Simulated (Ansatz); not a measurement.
Si under load (space group Fd-3m), PBE with spin-orbit coupling, rigid bands (Ansatz, a first-principles code). Condition of this run: hydrostatic pressure of 7.2 GPa (compression positive) (the target of the relaxation). Band gap 0.43 eV, N_c = 3.03e19 cm⁻³ and N_v = 2.14e19 cm⁻³ at 300 K, conductivity masses of 0.283 mₑ (electrons) and 0.358 mₑ (holes). Take k_BT = 0.02585 eV.

Question: A film of it is 5 nm thick. Estimate the confinement energies in an infinite well.

Answer: ħ²π²/(2m t²) = 0.376 eV·nm²/(m/mₑ × t²) gives 53.1 meV for electrons and 42.0 meV for holes, so the gap would widen to about 0.53 eV. Finite barriers and nonparabolic bands lower this, and with several valleys or bands the heaviest mass along the normal sets the lowest level, not this average.

Question: What built-in voltage has an abrupt junction with N_A = 1e17 and N_D = 1e17 cm⁻³, all dopants ionised?

Answer: V_bi = E_g/e − (k_BT/e) ln(N_c N_v/(N_A N_D)) = 0.43 − 0.02585 × 11.08 = 0.14 V, for the computed gap.

Question: What thermal injection velocity √(2k_BT/πm) limits a ballistic channel?

Answer: 1.01e7 cm/s for electrons and 8.99e6 cm/s for holes, a ratio of √(m_h/m_e) = 1.12, for dilute carriers.

Rigid bands with the computed gap; masses take one relaxation time for all states. Geometry: cell and atoms relaxed with PBEsol.
